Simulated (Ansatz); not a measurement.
# Hypothetical rock salt WGe, pressure series

Base system: WGe in the rock salt structure (space group Fm-3m, No. 225; a = 5.156 Å; a hypothetical phase, not in the database extracts checked).

Cell and atoms are relaxed at each pressure.

Computed with PBE in Ansatz (plane waves to 420 eV, PAW, no spin-orbit coupling), earlier PAW set.

Two rows of this table had their results exchanged by mistake.

| pressure | volume per atom (Å³) | shortest distance (Å) | band gap |
|---|---|---|---|
| pressure −2 GPa | 16.72 | 2.557 | zero |
| pressure −1 GPa | 17.24 | 2.583 | zero |
| pressure 0.9 GPa | 17.05 | 2.574 | zero |
| pressure 2.1 GPa | 16.93 | 2.568 | zero |
| pressure 4.5 GPa | 17.34 | 2.588 | zero |
| pressure 9 GPa | 16.35 | 2.538 | zero |
| pressure 15 GPa | 15.92 | 2.515 | zero |
| pressure 22.5 GPa | 15.45 | 2.491 | zero |
| pressure 30 GPa | 15.04 | 2.469 | zero |

Q: Which two?

A: The rows for pressure −2 GPa and pressure 4.5 GPa: the volume has to fall steadily with pressure, so 17.34 Å³ belongs to pressure −2 GPa and 16.72 Å³ to pressure 4.5 GPa.

Load acts through the strain it causes; cell and atoms are relaxed under it. Whether these cells are dynamically stable was not tested. Competing high-pressure phases were not computed. The final runs are not spin-polarised. WGe has a high density of states at the Fermi level and may be magnetic at this level.

Ansatz is an electronic-structure program.
